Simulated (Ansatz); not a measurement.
# 1T (CdI2-type) MgI2

Level of theory: G0W0@PBEsol in Ansatz (plane waves, hard PAW, contour deformation, complete-basis limit).

Run with largest k mesh 6×6×2 (not extrapolated in the mesh).

Cell (measured lattice):

```xyz
3
Lattice="4.1400 0.0000 0.0000 -2.0700 3.5853 0.0000 0.0000 0.0000 6.8800" Properties=species:S:1:pos:R:3 pbc="T T T"
Mg     0.0000     0.0000     0.0000
I      0.0000     2.3902     1.7200
I      2.0700     1.1951     5.1600
```

```yaml
band_gap: 5.17 eV
```

Note: cell and atoms aren't relaxed at this level; the gap holds a correction of +0.20 eV to the complete basis; the gap is lowered by 0.05 eV for band edges off the mesh, as the parent functional finds them.

Spin–orbit coupling is not included; with these elements it can move the gap by several tenths of an eV or more.

Ansatz is a program for electronic structure.
